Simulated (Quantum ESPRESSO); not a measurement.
```
CELL_PARAMETERS angstrom
      0.00000     3.44500     3.44500
      3.44500     0.00000     3.44500
      3.44500     3.44500     0.00000
ATOMIC_POSITIONS crystal
  Sc 0.00000 0.00000 0.00000
  Sc 0.25000 0.25000 0.25000
  Co 0.62500 0.62500 0.62500
  Co 0.12500 0.62500 0.62500
  Co 0.62500 0.62500 0.12500
  Co 0.62500 0.12500 0.62500
```
Moments meant for the start (each program seeds them in its own way; μB, in the order of the atoms Sc Sc Co Co Co Co): 0.0 0.0 3.0 3.0 3.0 3.0.

Method of the run: LDA (PZ), GBRV 1.5 ultrasoft (LDA) pseudopotentials (plane waves; Quantum ESPRESSO).

The set-up and first iterations of a Quantum ESPRESSO log for ScCo₂ (Fd-3m, 6 atoms in the cell):

```
     Message from routine  set_nelup_neldw :
     BEWARE: non-integer number of up and down electrons!
     Message from routine setup:
     using ibrav=0 with symmetry is DISCOURAGED, use correct ibrav instead
     G-vector sticks info
     --------------------
     sticks:   dense  smooth     PW     G-vecs:    dense   smooth      PW
     Sum        2347    1159    349                74825    26301    4279

     bravais-lattice index     =            0
     lattice parameter (alat)  =       9.2067  a.u.
     unit-cell volume          =     551.8160 (a.u.)^3
     number of atoms/cell      =            6
     number of atomic types    =            2
     number of electrons       =        90.00 (up:  45.50, down:  44.50)
     number of Kohn-Sham states=           55
     kinetic-energy cutoff     =      50.0000  Ry
     charge density cutoff     =     400.0000  Ry
     scf convergence threshold =      1.0E-10
   [... lines left out ...]

     Starting magnetic structure
     atomic species   magnetization
     Sc              0.000
     Co              0.176

     48 Sym. Ops., with inversion, found (24 have fractional translation)

   Cartesian axes

     site n.     atom                  positions (alat units)
         1        Sc     tau(   1) = (   0.0000000   0.0000000   0.0000000  )
         2        Sc     tau(   2) = (   0.3535534   0.3535534   0.3535534  )
         3        Co     tau(   3) = (   0.8838835   0.8838835   0.8838835  )
         4        Co     tau(   4) = (   0.8838835   0.5303301   0.5303301  )
         5        Co     tau(   5) = (   0.5303301   0.5303301   0.8838835  )
         6        Co     tau(   6) = (   0.5303301   0.8838835   0.5303301  )

     number of k points=    16  Marzari-Vanderbilt smearing, width (Ry)=  0.0200
                       cart. coord. in units 2pi/alat
        k(    1) = (   0.0000000   0.0000000   0.0000000), wk =   0.0046296
        k(    2) = (   0.1178511   0.1178511  -0.1178511), wk =   0.0370370
        k(    3) = (   0.2357023   0.2357023  -0.2357023), wk =   0.0370370
   [... 13 lines left out ...]

     Dense  grid:    74825 G-vectors     FFT dimensions: (  60,  60,  60)

     Smooth grid:    26301 G-vectors     FFT dimensions: (  48,  48,  48)

     Initial potential from superposition of free atoms

     starting charge      85.9959, renormalised to      90.0000
     Self-consistent Calculation

     iteration #  1     ecut=    50.00 Ry     beta= 0.30

     total energy              =   -1361.90591687 Ry
     estimated scf accuracy    <      56.36662238 Ry

     total magnetization       =     1.00 Bohr mag/cell
     absolute magnetization    =     4.22 Bohr mag/cell

     iteration #  2     ecut=    50.00 Ry     beta= 0.30

     total energy              =   -1381.24756479 Ry
     estimated scf accuracy    <      51.88793955 Ry

     total magnetization       =     1.00 Bohr mag/cell
     absolute magnetization    =     1.06 Bohr mag/cell

     iteration #  3     ecut=    50.00 Ry     beta= 0.30

     total energy              =   -1383.34861011 Ry
     estimated scf accuracy    <       9.97150023 Ry

     total magnetization       =     1.00 Bohr mag/cell
     absolute magnetization    =     2.73 Bohr mag/cell
```

Task: How does the run end?

Result: The run converged in 31 iterations. Its thresholds were met; that alone does not show that basis and mesh suffice. It ends on: free energy E − TS -18804.9577 eV; pressure -16.08 GPa; size of the cell's spin moment 1.00 μB; site moments (μB, in the program's spheres or projections) Sc -0.09, Sc -0.09, Co 0.34, Co 0.34, Co 0.34, Co 0.34. The log goes on:

```
   [... 26 blocks of this kind left out ...]

     iteration # 30     ecut=    50.00 Ry     beta= 0.30

     total energy              =   -1382.13889463 Ry
     estimated scf accuracy    <          2.6E-10 Ry

     total magnetization       =     1.00 Bohr mag/cell
     absolute magnetization    =     1.71 Bohr mag/cell

     iteration # 31     ecut=    50.00 Ry     beta= 0.30

     Magnetic moment per site  (integrated on atomic sphere of radius R)
     atom   1 (R=0.242)  charge=  9.3261  magn= -0.0913
     atom   2 (R=0.242)  charge=  9.3261  magn= -0.0913
     atom   3 (R=0.206)  charge= 15.5226  magn=  0.3375
     atom   4 (R=0.206)  charge= 15.5226  magn=  0.3375
     atom   5 (R=0.206)  charge= 15.5226  magn=  0.3375
     atom   6 (R=0.206)  charge= 15.5226  magn=  0.3375
     End of self-consistent calculation

     the spin up/dw Fermi energies are    15.0273   15.0874 ev

!    total energy              =   -1382.13889463 Ry
     estimated scf accuracy    <          6.9E-11 Ry
     smearing contrib. (-TS)   =       0.00561665 Ry
     internal energy E=F+TS    =   -1382.14451128 Ry

     total magnetization       =     1.00 Bohr mag/cell
     absolute magnetization    =     1.71 Bohr mag/cell

     convergence has been achieved in  31 iterations

     Forces acting on atoms (cartesian axes, Ry/au):

     atom    1 type  1   force =     0.00000000   -0.00000000    0.00000000
   [... zero for the other atoms too ...]

     Total force =     0.000000     Total SCF correction =     0.000000

          total   stress  (Ry/bohr**3)                   (kbar)     P=     -160.83
  -0.00109331   0.00000000   0.00000000         -160.83        0.00        0.00
   0.00000000  -0.00109331  -0.00000000            0.00     -160.83       -0.00
  -0.00000000  -0.00000000  -0.00109331           -0.00       -0.00     -160.83

   JOB DONE.
```

For comparison: a first run was changed to give this one (tot_magnetization: default → 1), and from it to this one the free energy goes up by 8.6 meV/atom, the pressure goes from -12.70 to -16.08 GPa and the size of the net moment goes from 0.60 to 0.17 μB/atom.

The starting cell comes from a database of published, mostly measured structures (it also holds non-ambient and calculated ones), without a prior relaxation at this level. The moment is imposed by the input (tot_magnetization), so the state need not be the ground state. The moments shrank to a small part of their start, a low-spin state that need not be the lowest. With a pressure of about -16 GPa the cell is away from its equilibrium volume at this level.

The run was DFT, LDA (PZ), plane waves, GBRV 1.5 ultrasoft (LDA) pseudopotentials. Main settings of its input:

- ecutwfc = 50 Ry
- ecutrho = 400 Ry
- occupations = smearing
- smearing = marzari-vanderbilt
- degauss = 0.019992 Ry
- nspin = 2
- potentials = {Sc: sc_lda_v1.uspp.F.UPF, Co: co_lda_v1.2.uspp.F.UPF}
- K_POINTS = automatic 6 6 6 0 0 0
- tot_magnetization = 1
- conv_thr = 1e-10 Ry
- mixing_beta = 0.3
